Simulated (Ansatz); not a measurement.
# LiF, response to strain

Base system: LiF in the rock salt structure (space group Fm-3m, No. 225; a = 4.008 Å). Axes: x, y, z lie along the cube axes.

Strains are applied to the cell and any free atomic positions relax.

Level of theory: Ansatz (a first-principles code), PBEsol, PAW, cutoff 420 eV, spin-orbit coupling left out.

Notes on the quantities. energy relative to the base: free energy F.

```csv
uniaxial strain ε_zz (%),energy relative to the base (meV/atom)
-3,3.2
-2.5,2.2
-2,?
-1.5,0.7
-1,0.3
-0.5,0.1
0,0.0
```

Q: Fit ΔE = Aε² + Bε³ (ε in %) to the rows shown and predict the withheld row.

A: Least squares on the printed values gives A = 0.291 and B = -0.022 meV/atom (largest residual 0.0 meV/atom); this predicts 1.3 meV/atom, and the run gives 1.3 meV/atom, in agreement.

Whether these cells are dynamically stable was not tested.
